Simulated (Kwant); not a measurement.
Model system: wire with a side stub in a GaAs two-dimensional gas. Effective mass 0.067 mₑ, grid spacing 5 nm, hard walls, nominal width 150 nm (29 grid rows, so walls 150 nm apart), one parabolic valley, scattering region 450 nm long along x; energies count from the band bottom; Fermi energy swept from 0.00019955 to 0.0023697 eV. Closed stub on one side, 100 nm wide and 190 nm deep.

The device is made up for the run: typed textbook-type constants, with dimensions and the other settings drawn at random.

Model: effective-mass tight-binding model on a square grid, one spin, coherent transport at 0 K (Kwant). Conductance is in e²/h.

Task: How many channels do the leads carry at E = 0.747 meV?

Result: The hard-wall thresholds are n² ħ²π²/(2mW²) = n² × 0.249 meV with W = 150 nm. √(0.747/0.249) = 1.73, so 1.
